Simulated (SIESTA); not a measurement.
A self-consistent single point of Mo₆IrRu (P1, 8 atoms in the cell) with SIESTA.

Level of theory: SIESTA with LDA PW92, numerical atomic orbitals DZP, PseudoDojo LDA standard norm-conserving potentials (rewritten from UPF to PSML).

The change in words: atoms moved at random. Reference geometry:
```xyz
8
Lattice="5.0779 0.0000 0.0000 0.0000 5.0779 0.0000 0.0000 0.0000 5.0779" Properties=species:S:1:pos:R:3 pbc="T T T"
Mo     0.0000     2.5390     3.8123
Mo     0.0000     2.5390     1.2656
Mo     3.8123     0.0000     2.5390
Mo     1.2656     0.0000     2.5390
Mo     2.5390     3.8123     0.0000
Mo     2.5390     1.2656     0.0000
Ru     0.0000     0.0000     0.0000
Ir     2.5390     2.5390     2.5390
```

Reference input (self-consistent single point, DFT, LDA PW92, numerical atomic orbitals DZP, PseudoDojo LDA standard norm-conserving potentials (rewritten from UPF to PSML)): XC.functional = LDA; XC.authors = PW92; potentials = PseudoDojo LDA standard; PAO.BasisSize = DZP; PAO.EnergyShift = 0.005 Ry; MeshCutoff = 300 Ry; kgrid.MonkhorstPack = 5 5 5; OccupationFunction = MP; OccupationMPOrder = 0; ElectronicTemperature = 0.272 eV; MaxSCFIterations = 150; SCF.Mixer.Method = Pulay. This run's input differs from it in these lines:

```diff
@@ -19,10 +19,10 @@
 %block AtomicCoordinatesAndAtomicSpecies
-     0.000000000    2.538971000    3.812315736  1
-     0.000000000    2.538971000    1.265626264  1
-     3.812315736    0.000000000    2.538971000  1
-     1.265626264    0.000000000    2.538971000  1
-     2.538971000    3.812315736    0.000000000  1
-     2.538971000    1.265626264    0.000000000  1
-     0.000000000    0.000000000    0.000000000  2
-     2.538971000    2.538971000    2.538971000  3
+    -0.019986780    2.516648367    3.829570583  1
+     0.091859971    2.524676593    1.317075972  1
+     3.848318345   -0.045610075    2.441520215  1
+     1.263097449    0.032869519    2.511565347  1
+     2.538458128    3.874891215    0.036520559  1
+     2.501018461    1.313953038   -0.022393724  1
+    -0.026588104   -0.049225570    0.037480290  2
+     2.498677530    2.526656991    2.543515758  3
 %endblock AtomicCoordinatesAndAtomicSpecies
```

Output (repeated stretches shortened):

```
        iscf     Eharris(eV)        E_KS(eV)     FreeEng(eV)     dDmax    Ef(eV) dHmax(eV)
   scf:    1   -17259.737676   -17339.697474   -17339.950745  0.829090 -2.984017 28.206669
   scf:    2   -17361.635814   -17356.767041   -17357.057687  0.467983 -3.310108  8.447538
   scf:    3   -17361.767240   -17359.657206   -17359.975090  0.132615 -3.566533  5.342765
   scf:    4   -17364.245597   -17362.111865   -17362.449970  0.148246 -3.899462  2.898349
   scf:    5   -17364.815978   -17363.904599   -17364.278348  0.223064 -4.536575  0.226310
   [... 6 lines left out ...]
   scf:   12   -17363.911763   -17363.911706   -17364.291530  0.000417 -4.566580  0.002289
   scf:   13   -17363.911752   -17363.911729   -17364.291532  0.000120 -4.566745  0.001551
   scf:   14   -17363.911803   -17363.911766   -17364.291533  0.000175 -4.566710  0.000281
   scf:   15   -17363.911768   -17363.911767   -17364.291533  0.000008 -4.566729  0.000255
SCF Convergence by DM+H criterion
max |DM_out - DM_in|         :     0.0000083486
max |H_out - H_in|      (eV) :     0.0002547032
SCF cycle converged after 15 iterations

Using DM_out to compute the final energy and forces

siesta: E_KS(eV) =           -17363.9118

siesta: E_KS - E_eggbox =    -17363.9118

siesta: Atomic forces (eV/Ang):
     1   -0.024522    0.132832    0.357845
     2   -0.698744   -0.105131   -0.613256
     3   -0.560174    0.300574    0.570199
     4    0.294306   -0.349910    0.414109
     5   -0.051477   -0.389248   -0.425266
     6    0.363069   -0.160036   -0.006873
     7    0.081773    0.341093   -0.474913
     8    0.593255    0.233384    0.176413
   Tot   -0.002512    0.003558   -0.001744
   Max    0.698744
   Res    0.376945    sqrt( Sum f_i^2 / 3N )
   Max    0.698744    constrained

   [... lines left out ...]
siesta: FreeEng =    -17364.291533
   [... lines left out ...]
siesta:     0.138287   -0.002656   -0.002458
siesta:    -0.002656    0.145505    0.001224
siesta:    -0.002458    0.001224    0.139811

siesta: Cell volume =        130.937248 Ang**3

siesta: Pressure (static):
siesta:                Solid            Molecule  Units
siesta:          -0.00153787         -0.00161327  Ry/Bohr**3
siesta:          -0.14120093         -0.14812380  eV/Ang**3
siesta:        -226.22883727       -237.32048946  kBar
```

The run converged in 15 iterations. Against the reference run the free energy goes up by 19.8 meV/atom, the pressure goes from -23.69 to -22.62 GPa and the largest force goes from 0.025 to 0.936 eV/Å.

The starting cell comes from a database of computed structures (which also holds hypothetical and non-ambient phases and stackings), without a prior relaxation at this level. Its lattice was rescaled by a random factor within 2.5 % of one. For this run, on top of that: atoms moved at random. Spin polarisation is off. Values carry the incompleteness of an atom-centred basis. With a pressure of about -23 GPa the cell is away from its equilibrium volume at this level.

Cost on one core of a shared machine: roughly 80 s.
